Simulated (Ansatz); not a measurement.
wurtzite CuI (P6_3mc): a fit under hydrostatic pressure (both signs)

Cell and atoms relaxed with PBEsol to each stress σ (compression positive); gaps by PBEsol with spin-orbit coupling, rigid bands (plane waves, PAW; Ansatz, a quantum-chemistry and plane-wave program). Unloaded cell: a = b = 4.1868 Å, c = 6.8977 Å, α = β = 90.00°, γ = 120.00°.

| σ (GPa) | ln(V/V₀) (%) | gap (eV) |
|---|---|---|
| 0 | 0 | 1.048 |
| -2.00 | 4.61 | 0.931 |
| 2.00 | -3.70 | 1.147 |
| 10.00 | -14.17 | 1.447 |

Question: Fit E_g = 1.048 eV + aσ + bσ² and ε = cσ + dσ² to the loaded rows by least squares.

Answer: a = 0.0543 eV/GPa, b = -0.00144 eV/GPa²; c = -2.10 %/GPa, d = 0.0680 %/GPa².

Question: One run was withheld, at σ = 5.00 GPa. Predict its gap and its ln(V/V₀), then set them beside the run.

Answer: E_g = 1.048 + (0.0543)(5.00) + (-0.00144)(5.00)² = 1.284 eV and ε = (-2.10)(5.00) + (0.0680)(5.00)² = -8.80 %. The run gave 1.275 eV and -8.25 %, misses of 0.009 eV and 0.55 percentage points.

Gaps are resolved to about 0.01 eV; third decimals are kept for the arithmetic. Every relaxation keeps the wurtzite phase (space group P6_3mc under this load), so a transition, a distortion that breaks the symmetry or fracture can't show.

Formula and space group known from diffraction (Crystallography Open Database), not checked to be the room-temperature form: CuI (P6_3mc).
